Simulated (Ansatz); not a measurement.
The structure below was relaxed with PBE (Ansatz, a first-principles code; PAW; 420 eV plane waves; no spin-orbit coupling), at pressure 15 GPa.

Space group F-43m (No. 216); a = b = c = 5.9707 Å, α = β = γ = 90.00°

```tsv
atom	site	symmetry	x	y	z
Mg	4a	-43m	0.0000	0.0000	0.0000
Te	4d	-43m	0.7500	0.7500	0.7500
```

### Question
Write out a cell with all atoms.

### Answer
```xyz
8
Lattice="5.9707 0.0000 0.0000 0.0000 5.9707 0.0000 0.0000 0.0000 5.9707" Properties=species:S:1:pos:R:3 pbc="T T T"
Mg     0.0000     0.0000     0.0000
Te     1.4927     1.4927     4.4780
Mg     0.0000     2.9853     2.9853
Te     1.4927     4.4780     1.4927
Mg     2.9853     0.0000     2.9853
Te     4.4780     1.4927     1.4927
Mg     2.9853     2.9853     0.0000
Te     4.4780     4.4780     4.4780
```
This is the conventional cell.

Load acts through the strain it causes; cell and atoms are relaxed under it. Whether these cells are dynamically stable was not tested. Tetrahedral semiconductors of this kind turn to denser phases somewhere between about 1 and 50 GPa; those were not computed, so compressed cells here can lie past the real transition. The cell was made from MgTe in the zinc blende structure (space group F-43m, No. 216) by this change: pressure 15 GPa.
